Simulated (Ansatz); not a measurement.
Consider the following.

```
Pt
1.0
    2.72406     0.00000     0.00000
    0.00000     2.72406     0.00000
    1.36203    -1.36203     2.03371
Pt
1
Direct
  0.00000   0.00000   0.00000
```

No spin polarisation.

Method: r2SCAN, PAW, 500 eV (Ansatz, an electronic-structure program; spin-orbit coupling left out). Γ-centred 20×20×20 mesh, Fermi–Dirac width 0.05 eV.

Task: What space group does the calculation give?

Result: I4/mmm (No. 139).

Task: Estimate the band gap.

Result: Zero.

Task: Predict the pressure (mean of the normal stresses, compression positive).

Result: 4.2 GPa.

The cells carry an imposed strain or load. Stability against distortions was not tested. The final runs are not spin-polarised. The cell was made from Pt in the fcc (Cu type) structure (space group Fm-3m, No. 225) by this change: biaxial strain −2.23 %, plane normal [001], relaxed out of plane.
